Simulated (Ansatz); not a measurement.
Band structure of CaMg6Sn (Amm2, 8 atoms in the cell).

```
CELL_PARAMETERS angstrom
      5.20736     0.00000     0.00000
      0.00000     3.20324     5.92079
      0.00000    -3.20324     5.92079
ATOMIC_POSITIONS crystal
  Ca 0.50000 0.16945 0.16945
  Mg 0.50000 0.66644 0.16834
  Mg 0.50000 0.16834 0.66644
  Mg 0.00000 0.82625 0.33145
  Mg 0.00000 0.33145 0.82625
  Mg 0.00000 0.33739 0.33739
  Mg 0.00000 0.83538 0.83538
  Sn 0.50000 0.66529 0.66529
```

Level of theory: PBEsol, PAW files made with PBE (plane waves; Ansatz, a program for electronic structure).

Settings: kpoints.mp_grid.grid = 4 3 3; hamiltonian.xc = pbesol; hamiltonian.pseudopotentials = {kind: paw} (the program's default PAW files); scf.occupations.method = fermi_dirac; scf.occupations.width = 0.1 eV; kpoints.band_path.npoints = 8.

The starting cell comes from a database of computed structures (which also holds hypothetical and non-ambient phases and stackings), without a prior relaxation at this level.

Levels in eV from the Fermi level, bands 39 to 46:
| point | 39 | 40 | 41 | 42 | 43 | 44 | 45 | 46 |
|---|---|---|---|---|---|---|---|---|
| Γ | -2.03 | -1.90 | -1.78 | -0.66 | 1.12 | 1.50 | 1.55 | 1.87 |
| X | -1.45 | -1.18 | -0.30 | -0.25 | 0.39 | 0.56 | 0.60 | 2.01 |
| S | -0.93 | -0.87 | -0.36 | 0.06 | 0.52 | 0.58 | 0.80 | 1.74 |
| R | -2.46 | -2.42 | -1.82 | 0.06 | 1.20 | 1.85 | 1.89 | 2.19 |
| A | -3.32 | -0.70 | -0.26 | -0.12 | 0.22 | 0.98 | 1.00 | 2.60 |
| Z | -1.52 | -1.17 | -1.04 | -0.79 | -0.76 | -0.70 | -0.45 | -0.39 |
| Y | -1.18 | -0.69 | -0.55 | 0.20 | 0.59 | 0.63 | 1.07 | 1.12 |
| X1 | -1.45 | -1.18 | -0.30 | -0.25 | 0.39 | 0.56 | 0.60 | 2.01 |
| A1 | -3.32 | -0.70 | -0.26 | -0.12 | 0.22 | 0.98 | 1.00 | 2.60 |
| T | -1.90 | -1.76 | -1.43 | 1.06 | 1.07 | 1.53 | 1.61 | 1.67 |

Bands cross the Fermi level along this path, so the cell is metallic at this level.

Keys are those of Ansatz 0.2.
